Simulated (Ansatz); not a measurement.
Results of PBEsol (Ansatz, a quantum-chemistry and plane-wave program, PAW) for SrMg2Bi2 (P-3m1, No. 164, 5 atoms in the cell; start mp-1069695).

Settings: plane-wave cutoff 500 eV, 18×18×8 k mesh (along the axes of the cell as run), Fermi–Dirac smearing 0.1 eV, scalar-relativistic PAW data made under PBE.

Cell (relaxed at this level):

```yaml
crystal:
  lattice:
    - [4.79353, 0.00000, 0.00000]
    - [-2.39677, 4.15132, 0.00000]
    - [0.00000, 0.00000, 7.88575]
  atoms:
    - { symbol: Sr, position: [0.00000, 0.00000, 0.00000] }
    - { symbol: Mg, position: [0.66667, 0.33333, 0.37363] }
    - { symbol: Mg, position: [0.33333, 0.66667, 0.62637] }
    - { symbol: Bi, position: [0.66667, 0.33333, 0.74988] }
    - { symbol: Bi, position: [0.33333, 0.66667, 0.25012] }
```

Question: Estimate the band gap that the calculation returns.

Answer: 
* **band gap**: 0.52 eV (on the SCF k mesh)

Note: the relaxation could not lower the start's symmetry, so the cell can be a saddle point above a distorted one.

Spin–orbit coupling is not included; with these elements it can move the gap by several tenths of an eV or more.

The result took about 7 core-minutes (a rough figure).

A start named mp-… is a Materials Project structure, which need not be a measured phase.
